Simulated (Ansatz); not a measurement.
Functionals compared on the (322) surface of bcc W in its 1x1 cell, outermost plane spacing 0.39 Å in the ideal cut, in Ansatz (plane waves, PAW). The structure was relaxed with PBE; the other rows are single points on it, each with its references at the same level. Cutoff 420 eV (500 eV for r2SCAN).

Set-up: 28 atoms, 10.4 Å thick at the start (thin: gaps and levels are the slab's own); mesh 9x4x1; 0.1 eV smearing; dipole correction on; all atoms relaxed; held to the part of the start's symmetry that mesh and held atoms allow; no spin, no spin-orbit, no U. These notes are the PBE run's.

```json
[
 {"functional": "PBE", "surface energy (J/m²)": "3.56", "work function of the top face (eV)": "4.17", "rough cost of the single point": "–"},
 {"functional": "LDA", "surface energy (J/m²)": "3.93", "work function of the top face (eV)": "4.45", "rough cost of the single point": "about 6 core-minutes (a rough figure)"},
 {"functional": "PBEsol", "surface energy (J/m²)": "___", "work function of the top face (eV)": "___", "rough cost of the single point": "roughly 6 core-minutes"},
 {"functional": "RPBE", "surface energy (J/m²)": "3.39", "work function of the top face (eV)": "4.03", "rough cost of the single point": "around 6 core-minutes (rough)"},
 {"functional": "r2SCAN", "surface energy (J/m²)": "3.85", "work function of the top face (eV)": "4.19", "rough cost of the single point": "roughly 12 core-minutes"}
]
```

### Question
Fill in the missing entries.

### Answer

- PBEsol, surface energy (J/m²): 3.88
- PBEsol, work function of the top face (eV): 4.26

Ansatz is a quantum-chemistry and plane-wave program.
